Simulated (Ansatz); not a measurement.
System: BeS (model structure, started from the NiAs type, P6₃/mmc, No. 194, 4 atoms in the cell). Method: HSE06 in Ansatz (plane waves, PAW).

Run with plane-wave cutoff 460 eV, 9×9×6 k mesh (along the axes of the cell as run), Fermi–Dirac smearing 0.01 eV, scalar-relativistic PAW data made under PBE.

Cell (relaxed with PBEsol):

```
BeS
1.0
    3.27121     0.00000     0.00000
   -1.63561     2.83295     0.00000
    0.00000     0.00000     5.20687
Be S
2 2
Direct
  0.00000   0.00000   0.00000
  0.00000   0.00000   0.50000
  0.33333   0.66667   0.25000
  0.66667   0.33333   0.75000
```

Task: What does this level give for the band gap?

Result: 
- band gap = 2.24 eV (on the SCF k mesh)

Note: the relaxation could raise the start's symmetry but not lower it, so the cell can be a saddle point; cell and atoms aren't relaxed at this level (pressure 1.3 GPa).

The computed numbers hold no vibrational or temperature effects.

A model structure was made by putting elements into a prototype or built by hand; it is no filed structure, need not be a known phase, and can be a saddle point held by its symmetry.

Ansatz is a program for electronic structure.
